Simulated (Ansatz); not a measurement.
# Ti: response to strain

Consider Ti in the hcp (Mg type) structure (space group P6_3/mmc, No. 194; a = 2.936 Å, c = 4.640 Å; relaxed with 0.1 eV smearing). Axes: x lies along a and z along c of the hexagonal cell.

Strains are applied to the cell and any free atomic positions relax.

All numbers come from r2SCAN in Ansatz (plane waves to 500 eV, PAW, scalar-relativistic without spin-orbit coupling).

Notes on the quantities. energy relative to the base: free energy F.

```csv
change,shortest interatomic distance,energy relative to the base
base,2.874 Å,0 meV/atom
tensor shear ε_xz = +2.00 %,2.826 Å,+4.1 meV/atom
tensor shear ε_xz = +1.71 %,(withheld),+3.0 meV/atom
tensor shear ε_xz = +0.86 %,(withheld),+0.8 meV/atom
tensor shear ε_xz = +1.14 %,2.847 Å,+1.3 meV/atom
tensor shear ε_xz = +0.57 %,(withheld),(withheld)
tensor shear ε_xz = +1.43 %,2.840 Å,+2.1 meV/atom
tensor shear ε_xz = +0.29 %,2.867 Å,+0.1 meV/atom
```

Question: Complete the table.

Answer: 
- tensor shear ε_xz = +1.71 %, shortest interatomic distance: 2.833 Å
- tensor shear ε_xz = +0.86 %, shortest interatomic distance: 2.853 Å
- tensor shear ε_xz = +0.57 %, shortest interatomic distance: 2.860 Å
- tensor shear ε_xz = +0.57 %, energy relative to the base: +0.3 meV/atom

Stability against distortions was not tested. The final runs are not spin-polarised.

Ansatz is a first-principles code.
